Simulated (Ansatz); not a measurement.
The starting structures come from a database of crystals and need not be the phases stable at ambient conditions.

## Evanescent states of Sr(H2N)2 (I4_1/amd, not sure to be the ambient phase, 14 atoms a cell, 11.7 Å³ an atom) along the normal of (100)

Level of theory: PBEsol (plane waves, PAW; Ansatz, a program for electronic structure).

No gap correction and no spin-orbit coupling; mid-gap values are interpolated between computed energies.

Energies count from the valence-band top; κ is the least over a 6×4 mesh across the current.

| E (eV) | κ (1/Å) | where |
|---|---|---|
| 0.06 | 0.084 | Γ |
| 0.18 | 0.141 | Γ |
| 0.30 | 0.177 | Γ |
| 0.42 | 0.204 | Γ |
| 0.54 | 0.221 | Γ |
| 0.66 | 0.231 | Γ |
| 0.78 | 0.239 | Γ |
| 0.90 | 0.245 | Γ |
| 1.02 | 0.248 | Γ |
| 1.14 | 0.250 | Γ |
| 1.26 | 0.249 | Γ |
| 1.38 | 0.246 | Γ |
| 1.50 | 0.240 | Γ |
| 1.62 | 0.230 | Γ |
| 1.74 | 0.218 | Γ |
| 1.86 | 0.200 | Γ |
| 1.98 | 0.176 | Γ |
| 2.10 | 0.142 | Γ |
| 2.22 | 0.089 | Γ |

### Question
How thick must the barrier be to attenuate the transmission by 10^6 when the electrodes' Fermi level lies at 0.66 eV, and what attenuation does that film give at 2.10 eV?

### Answer
d = 6 ln 10 / (2 × 0.231) = 29.9 Å. At 2.10 eV it gives 6 × 0.142/0.231 = 3.7 decades.
